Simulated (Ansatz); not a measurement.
Si in the diamond structure; conventional cell a = 5.319 Å, b = 5.319 Å, c = 5.319 Å, α = 90.00°, β = 90.00°, γ = 90.00°.

The pressure is 5 GPa. The structure is held there; whether it is the stable one at that pressure was not tested.

Task: By how much do the lattice constants and the volume change from 300 K to 800 K (the quasi-harmonic free energy, LDA density-functional theory in Ansatz (plane waves, PAW)), and how far does the bulk modulus soften?

Result: a by 0.09 %, the volume by 0.27 %; B_T goes from 113 to 107 GPa. No phase change or melting is allowed for: the numbers belong to this structure as given.

Ansatz is an electronic-structure program.
